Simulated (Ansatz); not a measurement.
The parent structure is Al in the fcc (Cu type) structure (space group Fm-3m, No. 225; a = 4.015 Å; relaxed with 0.1 eV smearing). Axes: x, y, z lie along the cube axes.

Level of theory: PBEsol (Ansatz, a first-principles code; PAW; 420 eV plane waves; spin-orbit coupling left out).

It is then changed as follows: uniaxial strain ε_zz = +1.50 %, all other strain components held at zero, atoms relaxed at fixed cell.

**Question.** Estimate the effect on the energy relative to the base and stress.

**Answer.** The energy rises by 1.2 meV/atom; the stress (xx, yy, zz, yz, xz, xy; compression positive) is (-1.0, -1.0, -1.6, 0.0, 0.0, 0.0) GPa.

Whether these cells are dynamically stable was not tested.
